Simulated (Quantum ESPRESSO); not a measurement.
# σyy against uniaxial strain in fcc Pt (space group 225): C12 (Quantum ESPRESSO, LDA)

```yaml
crystal:
  lattice:
    - [0.00000, 1.94621, 1.94621]
    - [1.91701, 0.00000, 1.94621]
    - [1.91701, 1.94621, 0.00000]
  atoms:
    - { symbol: Pt, position: [0.00000, 0.00000, 0.00000] }
```

Method: LDA (PZ), GBRV 1.5 ultrasoft (LDA) pseudopotentials (plane waves; Quantum ESPRESSO). Settings: ecutwfc = 52 Ry; ecutrho = 416 Ry; occupations = smearing; smearing = fermi-dirac; degauss = 0.0036749 Ry; potentials = {Pt: pt_lda_v1.4.uspp.F.UPF}; K_POINTS = automatic 38 38 38 0 0 0; conv_thr = 1e-10 Ry. The cell above is the first row's. The rows stretch one cube axis (x) by the strain ε and hold the other two. Stress is positive in tension. In all rows the k mesh is held.

```
ε (%)  σyy (GPa)
-----  ---------
-1.5       -4.17
-1.0       -2.67
-0.5       -1.23
0.0         0.16
0.5         1.49
1.0         2.77
1.5         4.00
2.0            ?
```

Q: Using a parabola, estimate the missing σyy at ε = 2.0 from the other rows, showing the fit.

A: Least squares gives σyy = 0.158 + 2.7221·ε - 0.1081·ε². Residuals (row less fit): -0.002, 0.002, 0.000, 0.002, -0.002, -0.002, 0.002; standard error 0.002 (degrees of freedom: 4). The slope at ε = 0, 2.7221 GPa per cent, gives C12 ≈ 100 × 2.7221 = 272 GPa, for the static lattice. At the withheld row, σyy = 0.158 + 2.7221 × 2.0 - 0.1081 × 2.0² = 5.170 GPa. The calculation gives 5.18 GPa, 0.010 GPa above the prediction (0.1 % of the range of σyy in the table). The row lies outside the fitted rows, so this is an extrapolation.

Carrying the step between the two nearest rows on in a straight line would have given 5.23, off by 0.05; series whose last step already gives the withheld value aren't shown. The reference cell has the volume at which an earlier scan in this program and functional put its minimum by a fit. The unstrained cell stands at a pressure of -0.16 GPa, and the constants belong to that pressure. Spin polarisation is off. Spin-orbit coupling is off. Without a gap such slopes are sensitive to mesh and smearing. Cutoffs and mesh are single choices, not tested for convergence of this quantity. Series with a scatter that would blur these digits, or in which a gap closes, are not shown. Strain series were run only where this level's volume lies within 10 % of a first guess from the measured size.
